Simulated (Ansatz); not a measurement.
The structure below was relaxed with PBEsol, PAW, 420 eV (Ansatz, an electronic-structure program; spin-orbit coupling left out), earlier PAW set, at pressure 75 GPa.

```xyz
3
Lattice="0.0000 2.3939 2.3939 2.3939 0.0000 2.3939 2.3939 2.3939 0.0000" Properties=species:S:1:pos:R:3 pbc="T T T"
Ca     0.0000     0.0000     0.0000
F      1.1969     1.1969     1.1969
F      3.5908     3.5908     3.5908
```

**Question.** Find the space group and the Wyckoff positions.

**Answer.** Space group Fm-3m (No. 225); a = b = c = 4.7878 Å, α = β = γ = 90.00°

| atom | site | symmetry | x | y | z |
|---|---|---|---|---|---|
| Ca | 4a | m-3m | 0.0000 | 0.0000 | 0.0000 |
| F | 8c | -43m | 0.2500 | 0.2500 | 0.2500 |

**Question.** Describe the coordination.

**Answer.** The crystal has 12 atoms in its conventional cell. Cell: a = b = c = 4.7878 Å, α = β = γ = 90.00°. Ca has 8 F at 2.073 Å (cubic). F is coordinated by 4 Ca at 2.073 Å (tetrahedral). (Neighbours: up to the widest gap in distance over summed covalent radii, below 1.35, at either atom; cation-cation and far metal-metal contacts left out.)

Load acts through the strain it causes; cell and atoms are relaxed under it. No phonon test of stability was made. No other phases were tried under pressure. The cell was made from CaF₂ in the fluorite structure (space group Fm-3m, No. 225) by this change: pressure 75 GPa.
